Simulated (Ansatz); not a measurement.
The reference is W in the bcc (W type) structure (space group Im-3m, No. 229; a = 3.169 Å; relaxed with 0.1 eV smearing).

Calculations: plane-wave PAW DFT at the r2SCAN level (Ansatz, a program for electronic structure, 500 eV), without spin-orbit coupling.

Before the change:

- Pressure: 0.0 GPa
- Band gap: zero

One thing is altered: an isotropic linear strain of +1.00 %; the atoms relax in the strained cell.

What does the calculation give for the energy relative to the base, pressure and band gap after the change?

The energy goes up by 14 meV/atom; the pressure goes from zero to -9.0 GPa; the band gap remains zero.

Stability against distortions was not tested. All final runs are without spin polarisation.
